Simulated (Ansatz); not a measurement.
The structure below was relaxed with plane-wave PAW DFT at the PBE level (Ansatz, an electronic-structure program, 420 eV), no spin-orbit coupling, earlier PAW set, at pressure 4.2 GPa.

```yaml
crystal:
  lattice:
    - [3.77447, 0.00000, 0.00000]
    - [-1.88723, 3.26879, 0.00000]
    - [0.00000, 0.00000, 6.20061]
  atoms:
    - { symbol: Zn, position: [0.66667, 0.33333, 0.99953] }
    - { symbol: Zn, position: [0.33333, 0.66667, 0.49953] }
    - { symbol: S, position: [0.66667, 0.33333, 0.62567] }
    - { symbol: S, position: [0.33333, 0.66667, 0.12567] }
```

**Question.** Find the space group and the Wyckoff positions.

**Answer.** Space group P6₃mc (No. 186); a = 3.7745 Å, b = 3.7745 Å, c = 6.2006 Å, α = 90.00°, β = 90.00°, γ = 120.00°

```
atom  site  symmetry       x       y       z
----  ----  --------  ------  ------  ------
Zn      2b       3m.  0.3333  0.6667  0.4995
S       2b       3m.  0.3333  0.6667  0.1257
```

**Question.** Describe the coordination.

**Answer.** The crystal has 4 atoms in its conventional cell. Lattice parameters: a = 3.7745 Å, b = 3.7745 Å, c = 6.2006 Å, α = 90.00°, β = 90.00°, γ = 120.00°. Zn has 4 S at 2.315–2.318 Å (tetrahedral). S sees 4 Zn at 2.315–2.318 Å (tetrahedral). (Neighbours: up to the widest gap in distance over summed covalent radii, below 1.35, at either atom; cation-cation and far metal-metal contacts left out.)

Load acts through the strain it causes; cell and atoms are relaxed under it. No phonon test of stability was made. Tetrahedral semiconductors of this kind turn to denser phases somewhere between about 1 and 50 GPa; those were not computed, so compressed cells here can lie past the real transition. The cell was made from ZnS in the wurtzite structure (space group P6_3mc, No. 186) by this change: pressure 4.2 GPa.
